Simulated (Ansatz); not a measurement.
Input and output of a self-consistent single point for a (001) slab of Al (cut from a parent of space group no. 225; 4 atoms in the cell) (Ansatz, a quantum-chemistry and plane-wave program).

Method: PBEsol, PAW files made with PBE (plane waves; Ansatz).

```
Al
1.0
    2.87237     0.00000     0.00000
   -2.87237     2.87237     0.00000
    0.00000     0.00000    20.09331
Al
4
Direct
  0.00000   0.00000   0.44946
  0.00000   0.50000   0.34837
  0.00000   0.00000   0.65163
  0.00000   0.50000   0.55054
```

Reference input (self-consistent single point, DFT, PBEsol, plane waves, PAW files made with PBE): basis.ecutwfc = 420 eV; kpoints.mp_grid.grid = 15 15 1; hamiltonian.xc = pbesol; hamiltonian.pseudopotentials = {kind: paw} (the program's default PAW files); scf.occupations.method = gaussian; scf.occupations.width = 0.1 eV. This run's input differs from it in these lines:

Ansatz 0.2 input:
```diff
@@ -13,3 +13,3 @@
 kpoints:
-  mp_grid: { grid: [15, 15, 1] }
+  mp_grid: { grid: [7, 7, 1] }
 hamiltonian:
```

Output, abridged:

```
SCF iter   1: F=—  HF=-2097.678380 eV  |F-HF|=—  |Δ(HF+E_count)|=         —  Δρ=1.76e-2  dr2=3.87e0  ethr=3.10e-3  ⟨swp⟩=8.1  Hψ=902  notcnv=0
all-band conjugate gradients solve this SCF's bands
preconditioner: auto → LDOS
SCF iter   2: F=—  HF=-2097.122183 eV  |F-HF|=—  |Δ(HF+E_count)|=   5.56e-1  Δρ=1.00e-2  dr2=4.07e-1  ethr=3.10e-3  ⟨swp⟩=2.6  Hψ=258  notcnv=0  defer=3
   [... lines left out ...]
SCF iter   4: F=—  HF=-2097.044495 eV  |F-HF|=—  |Δ(HF+E_count)|=   1.15e-2  Δρ=5.86e-4  dr2=3.30e-3  ethr=6.04e-4  ⟨swp⟩=1.5  Hψ=190  notcnv=0  defer=3
SCF iter   5: F=—  HF=-2097.044228 eV  |F-HF|=—  |Δ(HF+E_count)|=   2.67e-4  Δρ=1.24e-4  dr2=9.27e-5  ethr=2.75e-5  ⟨swp⟩=2.2  Hψ=142  notcnv=0  defer=3
SCF iter   6: F=—  HF=-2097.044236 eV  |F-HF|=—  |Δ(HF+E_count)|=   8.10e-6  Δρ=1.74e-5  dr2=1.42e-6  ethr=7.73e-7  ⟨swp⟩=2.6  Hψ=159  notcnv=0  defer=3
SCF iter   7: F=-2097.044236 eV  HF=-2097.044236 eV  |F-HF|=3.54e-8  |Δ(HF+E_count)|=   3.75e-7  Δρ=3.52e-6  dr2=6.63e-8  ethr=8.33e-10  ⟨swp⟩=15.1  Hψ=753  notcnv=0
SCF 1 converged in 7 iterations: F = -2097.044236 eV  dr2 = 6.63e-8
Free energy (F): -2097.044236 eV
Internal energy: -2097.031918 eV  (E = F + TS)
E sigma→0 (E₀):  -2097.038077 eV
Entropy (-TS):   -0.012319 eV (-3.080 meV/atom)
Fermi energy:    0.390331 eV
--- Forces (eV/Å), atoms counted from 1 ---
  atom   1  Al    -0.00000000     0.00000000     0.22158216
  atom   2  Al    -0.00000000     0.00000000    -0.14625090
  atom   3  Al     0.00000000     0.00000000     0.14625090
  atom   4  Al     0.00000000     0.00000000    -0.22158216
--- Stress (GPa, compression-positive) ---
       -2.899970      -0.000000      -0.000000
       -0.000000      -2.899970       0.000000
       -0.000000       0.000000       0.425715
  P = ⅓ Tr σ = -1.7914 GPa (-17.914 kbar)
  The stress holds the Pulay correction. Without it, at fixed plane waves, as pw.x and ABINIT print it: P = -1.8022 GPa
```

The run converged in 7 iterations. Against the reference run the free energy rises by 2.1 meV/atom and the largest force goes from 0.105 to 0.222 eV/Å.

The starting cell has typed, rounded lattice constants, without a prior relaxation at this level. The slab is cut from that crystal, and its faces are unrelaxed. Its lattice was rescaled by up to half a per cent.
